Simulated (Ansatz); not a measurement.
An Ansatz (a quantum-chemistry and plane-wave program) run: CeO2 with a change (isotropic strain −1.96 %); PBE (Ansatz, PAW, without spin-orbit coupling), earlier PAW set.

Input:

Ansatz 0.2 input:
```yaml
crystal:
  lattice:
    - [0, 2.6786871526, 2.6786871526]
    - [2.6786871526, 0, 2.6786871526]
    - [2.6786871526, 2.6786871526, 0]
  atoms:
    - { symbol: Ce, position: [0, 0, 0] }
    - { symbol: O, position: [0.25, 0.25, 0.25] }
    - { symbol: O, position: [0.75, 0.75, 0.75] }
basis: { ecutwfc: 420, ecutrho_ratio: 4, xc_grid: 2, fft_grid_basis: typed }
kpoints: { mp_grid: { grid: [10, 10, 10] } }
hamiltonian:
  xc: pbe
  dispersion: none
  pseudopotentials: { azcp: { folder: ./paw }, kind: paw }
scf: { occupations: { method: fermi_dirac, width: 0.05 }, convergence: { dr2_threshold: 0.0000000003 } }
relax: { f_tol: 0.005, max_steps: 50 }
output: { forces: true, stress: true }
checkpoint: { write: state.ck, write_every: 1000 }
```

Output (explanatory and most iteration lines left out):

```
Relaxation: its limit of steps is 50 (relax.max_steps)
Pseudopotential: Ce, paw, valence charge 12
Pseudopotential: O, paw, valence charge 6
Crystal: 3 atoms, lattice volume = 38.441 Å³
Basis set: ecut = 420 eV, 749 PW (Γ), exchange–correlation on 54×54×54 points (8 copies of the dense FFT grid, shifted against one another)
Bands: 22, of which v1, the nominal top of the filled ones, is band 12 counted from 1 (11 counted from 0)
Symmetry: 48 space group operations
Space group: Fm-3m (ITA 225), of the structure as read, at distance tolerance 3.4e-5 Å
k-points: 47 of 1000
Functional: x = pbe(κ = 0.804, μ = 0.2195149727645171), c = pbe(β = 0.06672455060314922)
SCF iter   1: F=—  HF=-7716.009687 eV  |F-HF|=—  |Δ(HF+E_count)|=         —  Δρ=4.95e-2  dr2=6.58e-1  ethr=3.10e-3  ⟨swp⟩=5.5  Hψ=4149  notcnv=0
SCF iter   2: F=—  HF=-7715.941452 eV  |F-HF|=—  |Δ(HF+E_count)|=   6.82e-2  Δρ=2.48e-2  dr2=1.74e-1  ethr=2.74e-3  ⟨swp⟩=2.8  Hψ=1923  notcnv=0  defer=137
SCF 1 converged in 8 iterations: F = -7715.956903 eV  dr2 = 1.75e-11
relax step   1: F+E_penalty+E_count = -7715.95690320 eV  Δ(F+E_penalty+E_count) = +0.000e0 eV  max|allowed force component| = 4.626e-17 eV/Å  Δτ_max = 0.0000 Å  (8 SCF iters, accepted)
SCF converged after 8 iterations
Free energy (F): -7715.956903 eV
Internal energy: -7715.956903 eV  (E = F + TS)
E sigma→0 (E₀):  -7715.956903 eV
Fermi energy:    12.291063 eV
--- Forces (eV/Å), atoms counted from 1 ---
  atom   1  Ce    -0.00000000    -0.00000000     0.00000000
  atom   2  O      0.00000000    -0.00000000    -0.00000000
  atom   3  O     -0.00000000     0.00000000    -0.00000000
--- Stress (GPa, compression-positive) ---
       11.765613       0.000000       0.000000
        0.000000      11.765613      -0.000000
        0.000000      -0.000000      11.765613
  P = ⅓ Tr σ = 11.7656 GPa (117.656 kbar)
--- Relaxed structure (1 steps of the walk, 1 accepted, 0 SCFs on fresh bases) ---
  atoms:
    - { symbol: Ce, position: [0.0, 0.0, 0.0] }
    - { symbol: O, position: [0.24999999999999997, 0.24999999999999997, 0.24999999999999997] }
    - { symbol: O, position: [0.7499999999999999, 0.7499999999999999, 0.7499999999999999] }
```

No phonon test of stability was made. All final runs are without spin polarisation. The cell was made from CeO₂ in the fluorite structure (space group Fm-3m, No. 225) by this change: isotropic strain −1.96 %.
